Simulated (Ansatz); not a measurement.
The starting structures come from a database of crystals and need not be the phases stable at ambient conditions.

Tunnelling through a barrier is set by its complex band structure: the current falls as exp(−2κd) with the smallest κ.

Given:

```
CELL_PARAMETERS angstrom
      6.82591     0.00000     0.00000
     -2.80003     6.22518     0.00000
      0.87222     1.34871     6.61320
ATOMIC_POSITIONS crystal
  Rb 0.62875 0.62875 0.65370
  Rb 0.37125 0.37125 0.34630
  Rb 0.80607 0.19393 0.50000
  Rb 0.19393 0.80607 0.50000
  Rb 0.73801 0.26199 0.00000
  Rb 0.26199 0.73801 0.00000
  Ga 0.16486 0.16486 0.85139
  Ga 0.83514 0.83514 0.14861
  O  0.09697 0.09697 0.14404
  O  0.90303 0.90303 0.85596
  O  0.15207 0.41677 0.73385
  O  0.84793 0.58323 0.26615
  O  0.58323 0.84793 0.26615
  O  0.41677 0.15207 0.73385
```

Space group of this cell: C2/m. The cell is taken as given; by PBEsol its mean pressure is -0.6 GPa.

Transport runs along the normal of the first two printed cell vectors.

No gap correction and no spin-orbit coupling; mid-gap values are interpolated between computed energies.

### Question
Give the band gap and the smallest decay constant κ at mid-gap that PBEsol (Ansatz, a first-principles code) yields.

### Answer
Gap 2.51 eV on a 6×6×6 mesh; κ = 0.281 1/Å, at the zone centre.
